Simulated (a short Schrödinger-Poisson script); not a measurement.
Stack: MOS inversion layer, SiO2 on p-type Si(100), at 400 K.

From the gate side: 1.4 nm SiO2; 1100 nm Si, acceptors 1.5e17 cm⁻³.

The device is made up for the run: typed textbook-type constants, with dimensions and the other settings drawn at random. SiO2: permittivity 3.9, conduction-band edge (eV) 3.15, gap (eV) 9, electron mass (mₑ) 0.5. Si: permittivity 11.7, conduction-band edge (eV) 0, gap (eV) 1.124, Nv at 300 K (cm⁻³) 3.1e19.

Channel valleys (confinement mass, in-plane density-of-states mass, number): Δ2 0.916, 0.19, 2; Δ4 0.19, 0.417, 4. At the gate the conduction-band edge of layer 1 lies 3.56 eV − eVg above the Fermi level of the channel; the field vanishes at the back. Gaps are held at their typed values at every temperature. Mesh 0.03 nm at interfaces.

Solved with a short Schrödinger-Poisson script written for these runs: 1D Poisson equation in equilibrium, electrons quantum, Hartree (BenDaniel-Duke, 12 states a valley, the channel's in-plane mass for all, wave functions free to enter the dielectric), parabolic valleys, classical holes, full ionisation, no traps, pinning or gate leakage.

| Vg (V) | electrons (cm⁻²) | C (μF/cm²) | Δ2 E0 (meV from the Fermi level) | Δ4 E0 (meV from the Fermi level) |
|---|---|---|---|---|
| 0.2 | 1.36e9 | 0.140 | 332.0 | 362.4 |
| 0.25 | 4.98e9 | 0.149 | 286.2 | 317.4 |
| 0.3 | 1.79e10 | 0.193 | 241.1 | 273.1 |
| 0.35 | 6.03e10 | 0.327 | 198.3 | 231.2 |
| 0.4 | 1.72e11 | 0.591 | 161.0 | 195.2 |
| 0.45 | 3.83e11 | 0.892 | 131.6 | 167.6 |
| 0.5 | 6.87e11 | 1.13 | 109.3 | 147.6 |
| 0.55 | 1.06e12 | 1.30 | 92.2 | 132.9 |
| 0.6 | 1.48e12 | 1.43 | 78.5 | 121.6 |
| 0.65 | 1.94e12 | 1.52 | 67.1 | 112.7 |
| 0.7 | 2.42e12 | 1.59 | 57.3 | 105.3 |
| 0.75 | 2.92e12 | 1.65 | 48.8 | 99.1 |
| 0.8 | 3.45e12 | 1.70 | 41.2 | 93.7 |
| 0.85 | 3.98e12 | 1.73 | 34.4 | 89.0 |
| 0.9 | 4.52e12 | 1.77 | 28.1 | 84.8 |
| 0.95 | 5.08e12 | 1.80 | 22.3 | 81.0 |
| 1 | 5.64e12 | 1.82 | 16.9 | 77.6 |
| 1.05 | 6.22e12 | 1.84 | 11.9 | 74.4 |
| 1.1 | 6.79e12 | 1.86 | 7.1 | 71.5 |
| 1.15 | 7.38e12 | 1.88 | 2.6 | 68.8 |
| 1.2 | 7.97e12 | 1.90 | -1.7 | 66.2 |

Problem. At Vg = 1.2 V the lowest Δ2 subband lies at -1.7 meV from the Fermi level. How many electrons does it hold, and what share of all?

Solution. The two-dimensional density of states is g m/(πħ²) = 1.59e11 cm⁻² meV⁻¹ (both spins), kT = 34.5 meV, so n = D kT ln(1 + exp(−E/kT)) = 3.93e12 cm⁻², 0.49 of the 7.97e12 cm⁻² in all.

Problem. Compare the slope of the sheet density between 1.1 and 1.2 V with the geometric capacitance of the layers between gate and channel.

Solution. q Δn/ΔV = 1.89 μF/cm²; ε0/Σ(t/ε) = 2.47 μF/cm². The ratio is 0.77: the channel acts as a further capacitance in series.
